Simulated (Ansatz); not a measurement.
The starting structures come from a database of crystals and need not be the phases stable at ambient conditions.

The decay constant κ of evanescent states in the gap governs leakage through a thin film.

Data:

```yaml
crystal:
  lattice:
    - [2.88452, 0.00000, 0.00000]
    - [-1.44226, 2.49807, 0.00000]
    - [1.44226, 0.83269, 6.08751]
  atoms:
    - { symbol: Co, position: [0.00000, 0.50000, 0.50000] }
    - { symbol: Au, position: [0.00000, 0.00000, 0.00000] }
    - { symbol: O, position: [0.22921, 0.11460, 0.65619] }
    - { symbol: O, position: [0.77079, 0.88540, 0.34381] }
```

Space group of this cell: R-3m. The cell is taken as given.

Transport runs along the normal of the first two printed cell vectors, the (001) plane of the conventional cell.

The gap is the functional's own, uncorrected, and κ follows it; spin-orbit coupling is left out. Mid-gap values are interpolated between the computed energies.

Task: Predict the band gap and the smallest decay constant κ at mid-gap from r2SCAN (Ansatz, a quantum-chemistry and plane-wave program).

Result: Gap 0.56 eV on a 12×12×12 mesh; κ = 0.197 1/Å, at (0.333, 0.000) of the in-plane reciprocal vectors. At the zone centre, at the nearest computed energy, the slowest state has κ = 0.44 1/Å.
